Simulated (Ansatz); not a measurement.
Cu interstitial in alpha quartz (start: void with 6O2Si nearest; 243-site cell, Γ-point sampling). The numbers are results of PBE, PAW (plane waves to 420 eV; Ansatz, an electronic-structure program), not measurements. Total energies of the localised charge states, counted from that of charge +1, and their image corrections (point charge with alignment); the host's valence-band maximum lies at 1.990 eV on the cells' energy zero and its gap is 5.68 eV.

```tsv
charge	moment (μB)	E − E(first) (eV)	correction (eV)
+1	not spin-polarised	0.000	0.361
0	1.0	7.195	0.003
```

### Question
Derive the transition levels above the valence-band maximum and say which of them are thermodynamic.

### Answer
A level is the Fermi energy at which two charges have equal formation energy: ε(q/q′) = [E(q′) + corr(q′) − E(q) − corr(q)] / (q − q′) − E_VBM.
ε(+1/0) = [(7.195 + 0.003) − (0.000 + 0.361)] / 1 − 1.990 = 4.85 eV
Thermodynamic levels at least 0.1 eV inside the gap: (+1/0) at 4.85 eV. They hold to tenths of an eV in this cell. Charges with a result: +2, +1, 0. Others weren't obtained, and one of them could lie lower, also by skipping a charge. Charge +2 has its level within 0.1 eV of a band edge or past it. The geometries come from one start. Flagged in the runs: a host whose relaxation on this sampling wasn't shown to rest, a strain field that reaches the edge of the cell, zone-centre sampling.
